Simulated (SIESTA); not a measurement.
Band structure of Mg₆NbCr (Amm2, 8 atoms in the cell).

```xyz
8
Lattice="4.9789 0.0000 0.0000 0.0000 3.0207 5.4418 0.0000 -3.0207 5.4418" Properties=species:S:1:pos:R:3 pbc="T T T"
Mg     2.4894     1.4921     4.5576
Mg     2.4894    -1.4921     4.5576
Mg     0.0000     1.5259     6.3997
Mg     0.0000    -1.5259     6.3997
Mg     0.0000     0.0000     3.5383
Mg     0.0000     0.0000     8.9788
Nb     2.4894     0.0000     1.8554
Cr     2.4894     0.0000     7.2473
```
Moments meant for the start (each program seeds them in its own way; μB, in the order of the atoms Mg Mg Mg Mg Mg Mg Nb Cr): 0.0 0.0 0.0 0.0 0.0 0.0 1.0 3.0.

Method: GGA PBEsol, numerical atomic orbitals TZP, PseudoDojo PBEsol standard norm-conserving potentials (rewritten from UPF to PSML) (SIESTA).

Settings: XC.functional = GGA; XC.authors = PBEsol; potentials = PseudoDojo PBEsol standard; PAO.BasisSize = TZP; PAO.EnergyShift = 0.01 Ry; MeshCutoff = 300 Ry; kgrid.MonkhorstPack = 3 3 3; OccupationFunction = MP; OccupationMPOrder = 1; ElectronicTemperature = 0.2 eV; Spin = polarized; DM.InitSpin = [1 +0.00, 2 +0.00, 3 +0.00, 4 +0.00, 5 +0.00, 6 +0.00, 7 +1.00, 8 +3.00]; MaxSCFIterations = 150; SCF.Mixer.Method = Pulay.

The starting cell comes from a database of computed structures (which also holds hypothetical and non-ambient phases and stackings), without a prior relaxation at this level. Its lattice was rescaled by a random factor within 2.5 % of one. The magnetic order is the one reached from the typed start; others were not searched systematically. Values carry the incompleteness of an atom-centred basis.

Levels in eV from the Fermi level, bands 42 to 47 of the first spin channel:
```csv
point,42,43,44,45,46,47
Γ,-1.37,-1.18,-1.01,-0.51,0.02,0.16
X,-0.55,-0.52,-0.39,-0.27,0.72,1.10
S,-0.99,-0.95,-0.26,-0.09,0.58,0.90
R,-1.34,-1.18,-0.52,-0.37,0.05,0.50
A,-1.38,-1.30,-0.04,0.28,0.45,0.48
Z,-0.90,-0.86,-0.70,-0.50,0.00,0.31
Y,-0.86,-0.42,0.29,0.49,0.75,0.93
X1,-0.55,-0.52,-0.39,-0.27,0.72,1.10
A1,-1.38,-1.30,-0.04,0.28,0.45,0.48
T,-1.31,-1.23,-0.92,-0.52,0.49,0.73
```

Bands cross the Fermi level along this path, so the cell is metallic at this level.

Higher empty bands are left out: an atom-centred basis made for the valence describes them poorly.

The net moment of the cell came out as 2.64 μB.
